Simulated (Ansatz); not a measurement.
System: interstitial O in alpha quartz (neutral cell). Level of theory: PBE, PAW (plane waves to 420 eV; Ansatz, an electronic-structure program).

Cell of 72 host sites held at the relaxed PBE lattice; the Γ point alone; Fermi-Dirac width 0.01 eV, spin-restricted; finite-size errors left in. Static, classical nuclei. The charge state is imposed; whether it is stable for some Fermi level was not computed. Sites that were not tried may lie lower.

Barriers: single points on a 2×2×2 k-point mesh shifted by half a step along c at the bands' geometries.

A. a concerted move, in which O travels most; the atom moves 1.22 Å along (0.05, -0.04, -0.21) of the unit cell; the moving atom starts with neighbours O at 1.48; Si at 1.67 Å and ends with O at 1.48; Si at 1.67 Å; saddle order not checked, on a symmetry element.
B. a concerted move, in which O travels most; the atom moves 2.55 Å along (0.18, 0.37, 0.36) of the unit cell; the moving atom starts with neighbours O at 1.48; Si at 1.66 Å and ends with O at 1.48; Si at 1.66 Å; saddle order not checked, on a symmetry element.

A band can be held on a symmetry element, so unchecked saddle points there may be too high.

Put the candidates in order of forward barrier, lowest first, for PBE, PAW.

A (1.18 eV), B (1.25 eV)
